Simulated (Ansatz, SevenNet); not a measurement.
# Elastic constant C66 of C11b MoSi2: levels of theory against measurement

Reference value: 194 GPa (measured, temperature not stated, no zero-point or thermal correction; as tabulated in Friák et al. (2018), doi:10.3390/nano8121057).

Question: What do SevenNet-l3i5, LDA, PBE, revPBE, PBE-D3(BJ) give, and how far is each from the reference?

Answer: 
```csv
level (code),value (GPa),cell (Å³/atom),difference (%)
SevenNet-l3i5,105,13.61,-46
LDA (Ansatz),205,13.06,+5.7
PBE (Ansatz),189,13.58,-2.6
revPBE (Ansatz),185,13.71,-4.6
PBE-D3(BJ) (Ansatz),210,13.13,+8.2
```

The reference's temperature isn't stated, so close values are not ranked against it. Off by more than 25 %, or 35 % on the side where a correction would as a rule narrow the miss (bounds picked here): SevenNet-l3i5 (-46 %).

The measured value isn't corrected to a static lattice, so vibrations enter the comparison.  PBE-D3(BJ): the dispersion coefficients are held fixed in the derivatives. Each level is taken at its own relaxed cell. Ansatz's density-functional and Hartree–Fock values are scalar-relativistic unless marked +SOC, with PAW data made under PBE.

Machine-learned potentials (SevenNet-l3i5) are trained on DFT data: a solid inside that data is no test of them.

Differences are worked out from the printed values.

Ansatz is an electronic-structure program.
